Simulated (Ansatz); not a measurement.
Reference: ZnS (F-43m), PBEsol with spin-orbit coupling, rigid bands (plane waves, PAW; Ansatz, a first-principles code); axes and stresses refer to this cell.

```
ZnS
1.0
    0.00000     2.67828     2.67828
    2.67828     0.00000     2.67828
    2.67828     2.67828     0.00000
Zn S
1 1
Direct
  0.00000   0.00000   0.00000
  0.25000   0.25000   0.25000
```

The hole conductivity mass is 0.84 mₑ and the electron conductivity mass is 0.179 mₑ. The band gap is 2.06 eV.

Question: Change: uniaxial stress along [110] of -1 GPa (compression positive). What happens to hole conductivity mass, electron conductivity mass, band gap?

Answer: hole conductivity mass decreases to 0.80 mₑ; electron conductivity mass moves little, to 0.178 mₑ; band gap moves little, to 2.02 eV.

Question: Change: uniaxial stress along [110] of -2 GPa (compression positive). What happens to hole conductivity mass, electron conductivity mass, band gap?

Answer: hole conductivity mass drops to 0.77 mₑ; electron conductivity mass moves little, to 0.177 mₑ; band gap falls to 1.97 eV.

Masses are for dilute carriers at 300 K, harmonic means over directions unless an axis is named. Stresses and pressures are the targets of the relaxation.  The structure type is held under load, also where the real crystal would transform.
